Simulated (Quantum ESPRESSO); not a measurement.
Short convergence ladders for CaPb (P4mm, 2 atoms in the cell)

```xyz
2
Lattice="3.5845 0.0000 0.0000 0.0000 3.5845 0.0000 0.0000 0.0000 4.6506" Properties=species:S:1:pos:R:3 pbc="T T T"
Ca     0.0000     0.0000     0.0500
Pb     1.7922     1.7922     2.3253
```

Base method: PBEsol, PseudoDojo standard norm-conserving (PBESOL) pseudopotentials (plane waves; Quantum ESPRESSO).

Base settings: ecutwfc = 70 Ry; occupations = smearing; smearing = gauss; degauss = 0.0073499 Ry; potentials = {Ca: Ca.upf, Pb: Pb.upf}; K_POINTS = automatic 5 5 4 0 0 0; conv_thr = 1e-10 Ry.

The count of work is k-points × plane waves × bands × iterations; it is no time. Core times come from one kind of shared machine, to one figure; runs under 30 s give none.

**The k-point mesh at a smearing width of 0.05 eV**

In this ladder: degauss = 0.0036749 Ry.

The second cell is the first with its lattice scaled by 0.98.

Only quantities that move along the ladder and can be compared are tabulated.

```tsv
K_POINTS	free energy less the last step's (meV/atom)	energy of the compressed cell less the first (meV/atom)	pressure (GPa)	largest difference of a force vector from the last step's (eV/Å)	count of work / last	core time / last (rough)
automatic 3 3 3 0 0 0	-14.60	10.36	-0.21	0.058	0.017	–
automatic 5 5 4 0 0 0	66.04	-5.48	-1.52	0.022	0.046	–
automatic 7 7 5 0 0 0	1.28	-5.16	-1.57	0.010	0.076	0.09
automatic 10 10 8 0 0 0	5.32	-4.46	-1.48	0.003	0.24	0.3
automatic 12 12 10 0 0 0	-2.49	-6.03	-1.62	0.004	0.38	0.4
automatic 18 18 14 0 0 0	0.00	-6.05	-1.61	0.000	1.0	1
```

Coarsest K_POINTS that holds the energy of the compressed cell less the first within 1 meV/atom of the last step, with all finer ones: automatic 12 12 10 0 0 0, at 0.38 of the last step's count of work and about 0.4 of the last step's time; the step before is off by 1.6 meV/atom.

Coarsest K_POINTS that holds the free energy within 2 meV/atom: not settled: the last two steps still differ by 2.5 meV/atom, over half the tolerance, so the ladder does not show it.

Coarsest K_POINTS that holds the pressure within 0.1 GPa of the last step, with all finer ones: automatic 12 12 10 0 0 0, at 0.38 of the last step's count of work and about 0.4 of the last step's time; the step before is off by 0.13 GPa.

**The width of Methfessel-Paxton smearing**

In this ladder: smearing = mp; K_POINTS = automatic 8 8 7 0 0 0.

Narrow widths need finer meshes than wide ones, so the last steps can hold mesh noise.

Only quantities that move along the ladder and can be compared are tabulated; pressure and forces are left out, as mesh noise rules them at narrow widths.

```tsv
degauss	free energy less the last step's (meV/atom)	core time / last (rough)
0.073499 Ry	17.33	0.9
0.036749 Ry	1.92	0.7
0.02205 Ry	-0.64	0.7
0.0073499 Ry	0.00	1
```

Widest degauss that holds the free energy within 5 meV/atom of the last step, with all finer ones: 0.036749 Ry; the step before is off by 17 meV/atom.

**The SCF threshold**

The mesh stays at the base's, so the ladder's end is converged at best in this setting alone.

Only quantities that move along the ladder and can be compared are tabulated.

| conv_thr | free energy less the last step's (meV/atom) | pressure (GPa) | largest difference of a force vector from the last step's (eV/Å) | count of work / last |
|---|---|---|---|---|
| 0.0073 Ry | 9.07 | 2.56 | 0.016 | 0.15 |
| 7.3e-05 Ry | 0.02 | -1.75 | 0.015 | 0.31 |
| 7.3e-07 Ry | 0.00 | -1.57 | 0.010 | 0.38 |
| 7.3e-09 Ry | 0.00 | -1.51 | 0.002 | 0.54 |
| 1e-10 Ry | 0.00 | -1.52 | 0.000 | 0.69 |
| 7.3e-12 Ry | 0.00 | -1.52 | 0.000 | 0.85 |
| 7.3e-14 Ry | 0.00 | -1.52 | 0.000 | 1.0 |

Coarsest conv_thr that holds the forces within 0.005 eV/Å of the last step, with all finer ones: 7.3e-09 Ry; the step before is off by 0.010 eV/Å.

Coarsest conv_thr that holds the pressure within 1 GPa of the last step, with all finer ones: 7.3e-05 Ry, at 0.31 of the last step's count of work; the step before is off by 4.1 GPa.

Coarsest conv_thr that holds the free energy within 2 meV/atom of the last step, with all finer ones: 7.3e-05 Ry, at 0.31 of the last step's count of work; the step before is off by 9.1 meV/atom.

On the base run: the starting cell comes from a database of computed structures (which also holds hypothetical and non-ambient phases and stackings), without a prior relaxation at this level. Its lattice was rescaled by up to half a per cent. One atom was moved a little off its site on purpose. Without a gap this mesh is coarse (it stands for a supercell whose shortest vector is 18 Å).

Left out of this page: 2 runs of the series outside the window shown, repeating another row's setting, or not comparable.
